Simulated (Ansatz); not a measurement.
**A self-consistent single point of Se (C2, 3 atoms in the cell) with Ansatz (an electronic-structure program)**

Method: LDA (PW92), default PAW files made with PBE (plane waves; Ansatz).

The input file:

Ansatz 0.2 input:
```yaml
# Se
crystal:
  lattice:
    - [2.191555, -3.795885, 0.000000]
    - [2.191555, 3.795885, 0.000000]
    - [0.000000, 0.000000, 4.964850]
  atoms:
    - { symbol: Se, position: [0.000000, 0.225000, 0.666667] }
    - { symbol: Se, position: [0.786407, 0.786407, 0.000000] }
    - { symbol: Se, position: [0.225000, 0.000000, 0.333333] }
basis:
  ecutwfc: 420.0 eV
kpoints:
  mp_grid: { grid: [5, 5, 3] }
hamiltonian:
  xc: lda
  pseudopotentials: { kind: paw }
scf:
  occupations: { method: fermi_dirac, width: 0.01 eV }
output:
  forces: true
  eigenvalues: true
  stress: true
```

Output (repeated stretches shortened):

```
WARN ansatz: RAYON_NUM_THREADS=1 ignored (pool sized by the plan → 1); use --threads N
Pseudopotentials: kind: paw
Pseudopotential: Se, paw, valence charge 16
Crystal: 3 atoms, lattice volume = 82.604 Å³
Basis set: ecut = 420 eV, 1607 PW (Γ)
Bands: 29, of which v1, the nominal top of the filled ones, is band 24 counted from 1 (23 counted from 0)
Symmetry: 2 space group operations
Space group: C2 (ITA 5), of the structure as read, at distance tolerance 4.4e-5 Å
k-points: 24 of 75 (time reversal used)
PAW frozen core: Se, regenerated for the run's functional, and the local potential with it
Initial density: superposition of atomic densities (neutral atoms: chi_scale 0, normalization atom), corrected by the library's trained network
Initial wavefunctions: pseudopotential atomic-orbital guess
Eigensolver: davidson
Functional: x = slater, c = lda
SCF iter   1: F=—  HF=-16149.606725 eV  |F-HF|=—  |Δ(HF+E_count)|=         —  Δρ=4.90e-3  dr2=8.62e-3  ethr=1.77e-3  ⟨swp⟩=6.2  Hψ=3203  notcnv=0
all-band conjugate gradients solve this SCF's bands
preconditioner: auto → Resta (q_TF=auto, 2.492 Å⁻¹)
SCF iter   2: F=—  HF=-16149.604825 eV  |F-HF|=—  |Δ(HF+E_count)|=   1.90e-3  Δρ=2.66e-3  dr2=2.71e-3  ethr=1.79e-5  ⟨swp⟩=2.0  Hψ=987  notcnv=0  defer=24
SCF iter   3: F=—  HF=-16149.604450 eV  |F-HF|=—  |Δ(HF+E_count)|=   3.75e-4  Δρ=2.47e-4  dr2=6.68e-5  ethr=5.65e-6  ⟨swp⟩=2.0  Hψ=966  notcnv=0  defer=24
SCF iter   4: F=—  HF=-16149.604457 eV  |F-HF|=—  |Δ(HF+E_count)|=   6.78e-6  Δρ=7.20e-5  dr2=5.49e-6  ethr=1.39e-7  ⟨swp⟩=2.0  Hψ=832  notcnv=0  defer=24
SCF iter   5: F=—  HF=-16149.604458 eV  |F-HF|=—  |Δ(HF+E_count)|=   1.90e-6  Δρ=2.62e-5  dr2=9.46e-7  ethr=1.14e-8  ⟨swp⟩=2.0  Hψ=1239  notcnv=0  defer=24
SCF iter   6: F=—  HF=-16149.604458 eV  |F-HF|=—  |Δ(HF+E_count)|=   1.14e-7  Δρ=1.27e-5  dr2=2.29e-7  ethr=1.97e-9  ⟨swp⟩=2.0  Hψ=1248  notcnv=0  defer=24
SCF iter   7: F=-16149.604458 eV  HF=-16149.604458 eV  |F-HF|=9.00e-9  |Δ(HF+E_count)|=   3.65e-8  Δρ=3.33e-6  dr2=1.27e-8  ethr=2.08e-10  ⟨swp⟩=7.1  Hψ=2869  notcnv=0
SCF 1 converged in 7 iterations: F = -16149.604458 eV  dr2 = 1.27e-8
SCF converged after 7 iterations
Free energy (F): -16149.604458 eV
Harris-Foulkes:  -16149.604458 eV  (|F-HF|=9.00e-9)
Internal energy: -16149.604458 eV  (E = F + TS)
E sigma→0 (E₀):  -16149.604458 eV
Fermi energy:    6.971963 eV
--- Per-component energies (eV) ---
  E_band       = -1251.853967
  E_kinetic    = 353.695011
  E_local      = -7836.253224  (includes V_loc(G=0)·N_el)
  E_nonlocal   = -1763.522188
  E_hartree    = 3825.499401
  E_xc         = -309.016786
  E_vxc        = -293.100610  (∫ρ·V_xc dr)
  E_paw        = -5482.877189  (= ΣΔE_a)
  E_vpaw       = 636.327729  (= ΣTr[D̂ρ^β])
  E_aug_tail   = -0.001847  (compensation charges beyond the density's cutoff)
  E_ewald      = -4943.779724
  E_core_change = 6.652087  (= ΣΔE_core)
  E_smearing   = -0.000000  (= −TS)
  E_closure    = -0.000000  (closes the sum)
  Σ components = -16149.604458   (vs F -16149.604458, Δ=0.00e0)
--- Forces (eV/Å), atoms counted from 1 ---
  atom   1  Se     0.25577215     0.23418021    -0.09102421
  atom   2  Se    -0.51154602     0.00000000     0.00000000
  atom   3  Se     0.25577215    -0.23418021     0.09102421
  max |Σ_I F_I| component: 1.73e-6 eV/Å
--- Stress (GPa, compression-positive) ---
       -0.738953       0.000000       0.000000
        0.000000      -1.360597      -0.437548
        0.000000      -0.437549       0.119730
  P = ⅓ Tr σ = -0.6599 GPa (-6.599 kbar)
  The stress holds the Pulay correction. Without it, at fixed plane waves, as pw.x and ABINIT print it: P = -0.6873 GPa
--- Band table (eV; the first three rows and the last of 24) ---
  k-point 0: bands = ["-41.9657", "-41.9521", "-41.9224", "-41.9050", "-41.9034", "-41.8578", "-41.7579", "-41.7296", "-41.7261", "-41.7048", "-41.6798", "-41.6771", "-41.6707", "-41.6367", "-41.6260", "-9.4721", "-5.3847", "-5.2927", "2.5220", [...]
  k-point 1: bands = ["-41.9765", "-41.9392", "-41.9200", "-41.9098", "-41.8924", "-41.8700", "-41.7579", "-41.7303", "-41.7250", "-41.7050", "-41.6800", "-41.6769", "-41.6673", "-41.6398", "-41.6250", "-8.9500", "-7.4612", "-3.4102", "1.7117", [...]
  k-point 2: bands = ["-41.9657", "-41.9521", "-41.9224", "-41.9051", "-41.9035", "-41.8579", "-41.7579", "-41.7296", "-41.7261", "-41.7048", "-41.6798", "-41.6770", "-41.6710", "-41.6366", "-41.6258", "-9.3348", "-5.4594", "-5.3308", "1.7698", [...]
  k-point 23: bands = ["-41.9765", "-41.9390", "-41.9199", "-41.9097", "-41.8924", "-41.8700", "-41.7580", "-41.7304", "-41.7248", "-41.7050", "-41.6803", "-41.6766", "-41.6679", "-41.6405", "-41.6240", "-8.5940", "-7.2324", "-4.2281", "0.9362", [...]
```

The run converged in 7 iterations.

The starting cell has typed, rounded lattice constants, without a prior relaxation at this level. Its lattice was rescaled by up to half a per cent. One atom was moved a little off its site on purpose. Ansatz's pressure includes its estimate of the finite-basis (Pulay) stress.
